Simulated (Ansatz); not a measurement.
Consider CuI in the zinc blende structure (space group F-43m, No. 216; a = 5.939 Å).

Modification: a hydrostatic pressure of 4.5 GPa.

Levels (all Ansatz, an electronic-structure program, PAW): PBEsol (420 eV, no spin-orbit coupling); r2SCAN (500 eV, no SOC).

The geometry is relaxed with PBEsol.

| Quantity | Result |
|---|---|
| PBEsol electron mass | 0.15 mₑ (at Γ) |
| PBEsol lowest conduction level above the VBM at special points | Γ 1.40 eV; L 2.17 eV; X 2.31 eV; U 2.84 eV |
| PBEsol gap character | direct at Γ |
| PBEsol hole mass | 0.20, 0.55, 0.55 mₑ (at Γ) |

Q: What does r2SCAN give at this geometry for the electron mass, lowest conduction level above the VBM at special points, gap character and hole mass?

A: The electron mass changes from 0.15 mₑ (at Γ) to 0.18 mₑ (at Γ); the lowest conduction level above the VBM at special points changes from Γ 1.40 eV; L 2.17 eV; X 2.31 eV; U 2.84 eV to Γ 2.05 eV; L 2.66 eV; X 2.66 eV; U 3.21 eV; the gap character is still direct at Γ; the hole mass (degenerate bands, along [100]) goes from 0.20, 0.55, 0.55 mₑ (at Γ) to 0.27, 0.55, 0.55 mₑ (at Γ).

Single points use the geometry relaxed with PBEsol. Their cutoffs differ, which shifts pressures a little. Spin-orbit coupling, missing from the scalar runs, can matter with I. Load acts through the strain it causes; cell and atoms are relaxed under it. Effective masses come from finite differences of ±0.01 Å⁻¹. Stability against distortions was not tested. Tetrahedral semiconductors of this kind turn to denser phases somewhere between about 1 and 50 GPa; those were not computed, so compressed cells here can lie past the real transition. The final runs are not spin-polarised.
